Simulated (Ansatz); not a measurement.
# Ta2N, element substitutions

Start from Ta2N in the anti-CdI2 type structure (space group P-3m1, No. 164; a = 3.051 Å, c = 4.799 Å).

Each row replaces one element on all its sites; cell and atoms are relaxed.

Computed with Kohn–Sham DFT with the PBEsol-D3(BJ) functional, run in Ansatz (an electronic-structure program) with PAW and 420 eV plane waves, no spin-orbit coupling.

```tsv
case	shortest interatomic distance	c/a ratio
base	2.145 Å	1.573
Ta → Lu	2.311 Å	1.675
N → As	[?]	[?]
N → C	[?]	[?]
```

### Question
Complete the table.

### Answer

- N → As, shortest interatomic distance: 2.596 Å
- N → As, c/a ratio: 1.698
- N → C, shortest interatomic distance: 2.165 Å
- N → C, c/a ratio: 1.591

Whether these cells are dynamically stable was not tested. As relaxed here, Lu2N and Ta2As are hypothetical phases, not in the database extracts checked. The final runs are not spin-polarised. An odd electron count without spin: Lu2N, Ta2N and Ta2As. Lu2N has a high density of states at the Fermi level and may be magnetic at this level.
